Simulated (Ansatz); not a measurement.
## Migration barriers: Cd vacancy in wurtzite CdSe, charge state -2

Consider Cd vacancy in wurtzite CdSe, charge state -2. These are PBE, PAW (plane waves to 420 eV; Ansatz, a quantum-chemistry and plane-wave program) values and carry that method's errors.

72-site cell at the relaxed PBE lattice, one k-point at (0.125, 0.250, 0.250), smearing 0.01 eV, spin-restricted, no finite-size correction. Energies are static. The charge state is imposed; whether it is stable for some Fermi level was not computed. Forms of the defect that were not tried may lie lower.

Barriers: single points on a 2×2×2 k-point mesh shifted by half a step along c at the bands' geometries.

```
Route                                       Start site over the lowest site run (eV)  Hop (Å)  Forward barrier (eV)  Backward barrier (eV)                           Neighbours at the start                                      Neighbours at the saddle                        Saddle order  Forward, on the band's own sampling (eV)
------------------------------------------  ----------------------------------------  -------  --------------------  ---------------------  ------------------------------------------------  ------------------------------------------------------------  ----------------------------------  ----------------------------------------
a nearby Cd atom hops onto the vacant site                                      0.00     4.10                  0.81                   0.81            Se at 2.62, Se at 2.71, 2 Se at 2.73 Å                        Se at 2.50, Se at 2.57, 2 Se at 3.17 Å  not checked, on a symmetry element                                      0.80
a nearby Cd atom hops onto the vacant site                                      0.00     4.16                  0.98                   0.98  Se at 2.62, Se at 2.70, Se at 2.73, Se at 2.74 Å  Se at 2.57, Se at 2.94, Se at 2.98, Se at 2.99, Se at 3.00 Å                         not checked                                      0.98
```

Paths come from CI-NEB runs. Of the routes that converged and passed our checks, the lowest saddle point lies 0.81 eV above the lowest of the sites run (a nearby Cd atom hops onto the vacant site); other sites, such as split forms, and other routes may lie lower. A band can be held on a symmetry element, so unchecked saddle points there may be too high.
